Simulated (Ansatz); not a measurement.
A hypothetical phase is included: elements placed on a structure type, which no database files for this compound.

By PBEsol, the system below comes out a metal.

A figure of merit of an interconnect metal is its ballistic conductance per area.

Consider the following.

```xyz
2
Lattice="4.0436 0.0000 0.0000 0.0000 4.0436 0.0000 2.0218 -2.0218 2.8592" Properties=species:S:1:pos:R:3 pbc="T T T"
Pt     2.0218     0.0000     1.4296
Pt     2.0218     2.0218     0.0000
```

The cell was relaxed by PBE-D3(BJ); by PBEsol it stands under a pressure of -2.1 GPa.

The current flows along the normal of the first two printed cell vectors, the (001) plane of the conventional cell. No spin-orbit coupling; the value is a mean over 0.1 eV about the Fermi level.

Estimate the ballistic conductance per area that PBEsol (Ansatz, a first-principles code) returns for this system.

1.0 × 10¹⁵ S/m² for both spins.
